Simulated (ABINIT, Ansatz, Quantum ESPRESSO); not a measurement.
## Sr (Fm-3m, 1 atom in the cell) computed with different codes at matched settings

Self-consistent single point.

```
Sr
1.0
    0.00000     2.96383     2.96383
    2.96383     0.00000     2.96383
    2.96383     2.96383     0.00000
Sr
1
Direct
  0.00000   0.00000   0.00000
```

Shared settings, as Ansatz (a first-principles code) writes them: kpoints.mp_grid.grid = 8 8 8; magnetization.spin_orbit = true; scf.occupations.method = fermi_dirac; scf.occupations.width = 0.1 eV. Potentials and cutoffs stand in the table.

| code | model | pressure (GPa) | cutoff |
|---|---|---|---|
| Ansatz | PBE with spin-orbit coupling, default PAW files | 0.70 | default |
| Quantum ESPRESSO | PBE, spin-orbit coupling, PSlibrary fully relativistic ultrasoft (PBE) pseudopotentials | 0.69 | 45 Ry |
| ABINIT | PBE, spin-orbit coupling, norm-conserving pseudopotentials (PseudoDojo nc-fr-04 PBE standard) | 0.70 | 68 Ry |

The spread over the programs that give each value: pressure within 0.01 GPa.

Ansatz's pressure is given at a fixed set of plane waves, as the other plane-wave codes print theirs.

The starting cell comes from a database of computed structures (which also holds hypothetical and non-ambient phases and stackings), without a prior relaxation at this level. Its lattice was rescaled by a random factor within 2.5 % of one.

Left out of this page: Elk, FLEUR and SIESTA (not drawn, or without a comparable value).

Keys are those of Ansatz 0.2.
